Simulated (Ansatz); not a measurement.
Defect calculation: Be_B in zinc-blende BN

These are PBE, PAW (plane waves to 420 eV; Ansatz, a program for electronic structure) values and carry that method's errors. A 2×2×2 supercell of 64 sites was used; the energies come from a 2×2×2 shifted sampling of its zone. Site at the start: the B site. Charged cells carry a point-charge image correction with potential alignment at far atoms. Dielectric constants: PBE linear response of the host. Host gap at this level: 4.46 eV. A cell of this size leaves errors of a few tenths of an eV. PBE underestimates the host's gap, which shifts levels and can delocalise carriers. Spin–orbit coupling is left out. Each state is the lowest found from its start.

Formation energies E_f are given with the Fermi level at the valence-band maximum. Chemical conditions: B-rich (Δμ(B) = 0.00 eV, Δμ(Be) = -0.14 eV, bounded by Be3N2 (P6_3/mmc); only phases computed here count, gases as isolated molecules at 0 K); N-rich (Δμ(B) = -2.35 eV, Δμ(Be) = -1.71 eV, bounded by Be3N2 (P6_3/mmc); only phases computed here count, gases as isolated molecules at 0 K). Reference phases: B: alpha boron, Be: hcp Be.

| charge | moment (μB) | largest move off a lattice site (Å) | image correction with alignment (eV) | E_f, B-rich (eV) | E_f, N-rich (eV) |
|---|---|---|---|---|---|
| +1† | not spin-polarised | 0.10 | 0.08 | – | – |
| 0* | fractional | 0.10 | – | – | – |
| −1 | not spin-polarised | 0.08 | 0.39 | 2.71 | 1.93 |

* At this level the carrier isn't localised at the defect: at charge 0 holes occupy the valence band. Such a state is shallow or no state of the defect, and this cell gives it no level.

† Not settled in this cell, so no level is given: charge +1: carriers not clearly localised, level within 0.1 eV of a band edge or past it.

Starting moments that weren't kept: charge 0 began with 1 μB and ended with 0.5.

Flagged in the runs: a doubtful potential alignment.
